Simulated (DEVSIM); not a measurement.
Structure: Ti/SiO2/p-Si capacitor, at 300 K.

Layer 1 from the left is SiO2, thickness (nm) 2.30. Layer 2 from the left is Si, thickness (nm) 440, Na (cm⁻³) 1.7e18.

Metal gate on the left, work function 4.33 eV. Fixed charge at the semiconductor interface 1.1e11 cm⁻² (in units of +e); interface traps 1.4e11 cm⁻² eV⁻¹, uniform in energy, neutral level at 0.5 of the gap above the valence band.

The device is made up for the run: typed textbook-type constants, with dimensions and the other settings drawn at random. Values at 300 K.

SiO2: gap (eV) 9, affinity (eV) 0.9, permittivity 3.9. Si: gap (eV) 1.124, affinity (eV) 4.05, permittivity 11.7, Nc (cm⁻³) 2.86e19, Nv (cm⁻³) 3.1e19.

Model (solved in DEVSIM): 1D Poisson equation in equilibrium, Boltzmann statistics, complete ionisation; no quantum confinement or tunnelling. Metal contacts follow the ideal Schottky-Mott rule: no Fermi-level pinning, no interface dipoles.

Q: What does the simulation give for the minimum of the low-frequency capacitance, the threshold voltage (band bending 2φF), the flat-band voltage?

A: minimum of the low-frequency capacitance 0.342 μF/cm²; threshold voltage (band bending 2φF) 0.70 V; flat-band voltage -0.79 V.
